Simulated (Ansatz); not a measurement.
Partial pair distribution functions of a relaxed model of amorphous Si30N44Zr3, broadened by 0.06 Å; density 3.30 g/cm³. Level of theory: PBE, scalar-relativistic without spin-orbit coupling (plane waves to 420 eV, PAW; Ansatz, a first-principles code).

It comes from a melt-quench run on a machine-learned potential (CHGNet), relaxed afterwards by DFT. N atoms were pushed apart under 1.9 Å during the dynamics, to hinder bonds among them. The hot cell started wider than the set density and was brought back towards it in steps. It is the lowest in DFT energy of 2 quenches. It is a model cell: composition and starting density were chosen by hand, and all elements were melted together. No dispersion term was used. Its density started from a set value of 3.30 and ended at 3.30 g/cm³. The simulated quench (nominally 380 K/ps over its main leg) is rapid and tends to freeze in more defects than a deposited or slowly cooled glass has. One small periodic cell is one sample of the glass; other quenches scatter about these values. The volume was held where the preparation left it, at a PBE pressure of 2.5 GPa. Stress components on the final sampling reach 4.4 GPa.

| r (Å) | g Si-N | g N-Zr | g Si-Si | g N-N |
|---|---|---|---|---|
| 1.45 | 0.00 | 0.00 | 0.00 | 0.00 |
| 1.55 | 0.41 | 0.00 | 0.00 | 0.00 |
| 1.65 | 5.35 | 0.00 | 0.00 | 0.00 |
| 1.75 | 10.12 | 0.00 | 0.00 | 0.00 |
| 1.85 | 3.93 | 0.02 | 0.00 | 0.00 |
| 1.95 | 0.53 | 1.03 | 0.00 | 0.00 |
| 2.05 | 0.17 | 4.99 | 0.00 | 0.00 |
| 2.15 | 0.07 | 4.76 | 0.00 | 0.00 |
| 2.25 | 0.01 | 2.02 | 0.06 | 0.00 |
| 2.35 | 0.03 | 0.59 | 0.46 | 0.09 |
| 2.45 | 0.05 | 0.78 | 0.73 | 0.50 |
| 2.55 | 0.01 | 1.13 | 0.64 | 1.17 |
| 2.65 | 0.06 | 0.79 | 0.85 | 2.08 |
| 2.75 | 0.12 | 0.74 | 0.99 | 3.27 |
| 2.85 | 0.27 | 0.75 | 2.09 | 3.18 |
| 2.95 | 0.45 | 1.02 | 2.97 | 2.97 |
| 3.05 | 0.55 | 0.12 | 2.86 | 2.11 |
| 3.15 | 0.75 | 0.00 | 2.34 | 1.12 |
| 3.25 | 0.75 | 0.05 | 1.88 | 0.84 |
| 3.35 | 0.99 | 0.67 | 1.08 | 0.78 |
| 3.45 | 1.18 | 0.75 | 0.57 | 0.73 |
| 3.55 | 1.39 | 0.54 | 0.32 | 0.54 |
| 3.65 | 1.37 | 0.82 | 0.40 | 0.45 |
| 3.75 | 1.12 | 0.70 | 0.61 | 0.47 |
| 3.85 | 1.18 | 1.33 | 0.58 | 0.35 |
| 3.95 | 1.33 | 1.11 | 0.49 | 0.36 |
| 4.05 | 1.64 | 0.86 | 0.44 | 0.52 |
| 4.15 | 1.58 | 1.61 | 0.83 | 0.63 |
| 4.25 | 1.53 | 1.60 | 0.71 | 0.63 |
| 4.35 | 1.66 | 1.82 | 0.76 | 0.78 |
| 4.45 | 1.46 | 2.13 | 1.13 | 0.80 |
| 4.55 | 1.04 | 1.26 | 1.08 | 0.95 |
| 4.65 | 0.91 | 0.76 | 1.15 | 1.26 |
| 4.75 | 0.79 | 0.79 | 1.27 | 1.37 |

Within 2.20 Å each Si has 4.00 N neighbours on average.
